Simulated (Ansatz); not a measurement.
**A computed series for C: pressure series**

Base system: C in the graphite type structure (space group P6_3/mmc, No. 194; layered, stacked along the Cartesian z axis).

```cif
data_C4
_chemical_formula_sum 'C4'
_space_group_name_H-M_alt 'P63/mmc'
_space_group_IT_number 194
_space_group_name_Hall '-P 6c 2c'
_cell_length_a 2.46498
_cell_length_b 2.46498
_cell_length_c 6.72886
_cell_angle_alpha 90.000
_cell_angle_beta 90.000
_cell_angle_gamma 120.000
loop_
_atom_site_label
_atom_site_type_symbol
_atom_site_symmetry_multiplicity
_atom_site_Wyckoff_symbol
_atom_site_fract_x
_atom_site_fract_y
_atom_site_fract_z
_atom_site_occupancy
C1 C 2 b 0.00000 0.00000 0.25000 1
C2 C 2 c 0.33333 0.66667 0.25000 1
```

Cell and atoms are relaxed at each pressure.

All numbers come from DFT with PBE-D3(BJ), PAW potentials and a 420 eV plane-wave cutoff in Ansatz (a first-principles code), without spin-orbit coupling, earlier PAW set.

Two rows of this table had their results exchanged by mistake.

| pressure | volume per atom (Å³) | shortest distance (Å) | band gap |
|---|---|---|---|
| pressure −1 GPa | 9.21 | 1.424 | zero |
| pressure 0.3 GPa | 8.78 | 1.423 | zero |
| pressure 0.7 GPa | 8.29 | 1.420 | zero |
| pressure 1.5 GPa | 8.53 | 1.421 | zero |
| pressure 3 GPa | 8.68 | 1.422 | zero |
| pressure 5 GPa | 8.06 | 1.418 | zero |
| pressure 7.5 GPa | 7.83 | 1.416 | zero |
| pressure 10 GPa | 7.65 | 1.414 | zero |

Question: Which two?

Answer: The rows for pressure 0.7 GPa and pressure 3 GPa: the volume has to fall steadily with pressure, so 8.68 Å³ belongs to pressure 0.7 GPa and 8.29 Å³ to pressure 3 GPa.

A case with no gap was solved on a k-mesh chosen for an insulator, which is coarse for it. Load acts through the strain it causes; cell and atoms are relaxed under it. No phonon test of stability was made. Competing high-pressure phases were not computed.
